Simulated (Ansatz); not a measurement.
A periodic model of amorphous In9Ga9Zn9O37Li2:

```xyz
66
Lattice="9.2284 -0.1876 0.2068 -0.1876 9.5092 0.0632 0.2068 0.0632 9.3350" Properties=species:S:1:pos:R:3 pbc="T T T"
In     4.9011     1.4727     7.3318
In     5.0991     8.5861     9.4891
In     4.4075     6.7032     6.9290
In     5.2060     3.6949     4.8637
In     7.7722     5.7260     5.3759
In     0.3201     3.9077     0.5518
In     2.3105     9.1311     2.1660
In     2.6818     1.4914     4.8900
In     8.8598     2.0124     6.8620
Ga     2.6933     3.5801     7.7905
Ga     3.6441     3.1495     1.5152
Ga     0.9370     6.0013     7.4435
Ga     8.6961     9.0888     4.0269
Ga     5.3055     5.2672     1.0595
Ga     1.8313     7.5025     5.0138
Ga     1.2684     4.2725     4.2362
Ga     6.3043     7.8382     2.7411
Ga     3.5953     6.0370     3.3360
Zn     0.2271     6.5174     2.2271
Zn     1.8913     9.4251     8.1617
Zn     7.4077     3.6167     2.7057
Zn     6.1107     9.3993     5.5038
Zn     7.8834     6.5607     9.4255
Zn     5.2014     1.0794     2.9269
Zn     8.4603     0.3086     0.8416
Zn     6.6998     2.5240     9.4796
Zn     8.7220     8.3765     7.2204
O      5.4572     6.1803     2.8660
O      3.6479     7.1317     4.9965
O      3.4228     5.1202     1.6324
O      5.1439     3.7224     9.4615
O      1.9730     7.0863     3.0103
O      8.2989     0.0845     5.7514
O      0.3366     4.5366     2.6374
O      7.0033     8.1722     0.9713
O      0.7644     5.7849     5.3182
O      7.1964     4.9100     1.1179
O      2.6617     8.4087     0.1873
O      4.8715     1.4016     5.0485
O      1.4022     9.2534     4.4290
O      3.0678     1.6382     2.6807
O      5.3757     3.0324     2.7457
O      0.1969     9.3913     2.1012
O      9.3494     0.3937     8.3341
O      5.8398     5.4616     6.0747
O      2.7002     1.4391     7.0676
O      1.4353     7.8495     6.8718
O      6.9391     2.5068     7.4518
O      2.2016     2.9519     0.2488
O      0.9029     2.6252     4.9921
O      4.2859     3.4634     6.8291
O      8.1053     7.1704     3.7742
O      2.7763     5.5667     7.7779
O      5.2849     1.1118     9.3598
O      8.0798     2.2446     1.2385
O      8.2789     6.4666     7.4614
O      6.9355    -0.0567     3.5651
O      5.1962     8.7626     7.1069
O      3.1467     4.3766     4.2367
O      0.4693     6.0939     0.1970
O      0.7087     3.9249     7.6472
O      7.3652     3.7908     4.6336
O      4.5342     8.7634     2.3428
O      5.3515     6.5800     8.9472
Li     2.4889     6.3355     0.2860
Li     5.8450     4.2210     7.6544
```

Computed with PBE, scalar-relativistic without spin-orbit coupling (plane waves to 420 eV, PAW; Ansatz, a program for electronic structure).

A CHGNet melt-quench gave the starting glass, which DFT then relaxed. O atoms were pushed apart under 1.9 Å during the dynamics, to hinder bonds among them. The hot cell started wider than the set density and was brought back towards it in steps. It is the lowest in DFT energy of 2 quenches. It is a model cell: composition and starting density were chosen by hand, and all elements were melted together. No dispersion term was used. Its density started from a set value of 5.79 and ended at 5.79 g/cm³. The quench (nominally 260 K/ps over its main leg) was far faster than any real one, so the model tends to hold more defects than a real film. Values belong to this one cell and scatter from quench to quench. The volume was held where the preparation left it and the shape relaxed, at a PBE pressure of 0.9 GPa. Stress components on the final sampling reach 1.0 GPa.

Bonds are counted up to In-In 3.12 Å, In-Ga 2.90 Å, In-Zn 2.90 Å, In-O 2.78 Å, In-Li 2.99 Å, Ga-Ga 2.68 Å, Ga-Zn 2.68 Å, Ga-O 2.40 Å, Ga-Li 2.77 Å, Zn-Zn 2.68 Å, Zn-O 2.40 Å, Zn-Li 2.77 Å, O-O 1.58 Å, O-Li 2.33 Å, Li-Li 2.86 Å. Two cations that share two anions don't count as bonded, nor two that share one unless they lie closer than In-In 3.04 Å, In-Ga 2.82 Å, In-Zn 2.82 Å, In-Li 2.91 Å, Ga-Ga 2.61 Å, Ga-Zn 2.61 Å, Ga-Li 2.70 Å, Zn-Zn 2.61 Å, Zn-Li 2.70 Å, Li-Li 2.78 Å.

### Question
Give the coordination numbers, mean bond lengths and angles.

### Answer

```json
{
 "Mean coordination of In by anions": "5.56 (4 with 5, 5 with 6)",
 "Mean coordination of Ga by anions": "5.00 (1 with 4, 7 with 5, 1 with 6)",
 "Mean coordination of Zn by anions": "4.22 (7 with 4, 2 with 5)",
 "Mean coordination of O": "3.81 (9 with 3, 26 with 4, 2 with 5)",
 "Mean coordination of Li by anions": "4.00 (2 with 4)",
 "Mean In-O bond": "2.210 Å (spread 0.104 Å, 50 counted)",
 "Mean Ga-O bond": "1.976 Å (spread 0.091 Å, 45 counted)",
 "Mean Zn-O bond": "2.035 Å (spread 0.085 Å, 38 counted)",
 "Mean O-Li bond": "2.020 Å (spread 0.044 Å, 8 counted)",
 "Bond angle at In": "mean 105.0°, spread 28.9°",
 "Bond angle at Ga": "mean 107.0°, spread 27.1°",
 "Bond angle at Zn": "mean 108.0°, spread 22.4°",
 "Bond angle at O": "mean 109.1°, spread 19.0°",
 "Bond angle at Li": "mean 106.5°, spread 18.0°"
}
```

### Question
List the pairs of like atoms that count as bonded by the rules above.

### Answer
There are none by these rules.
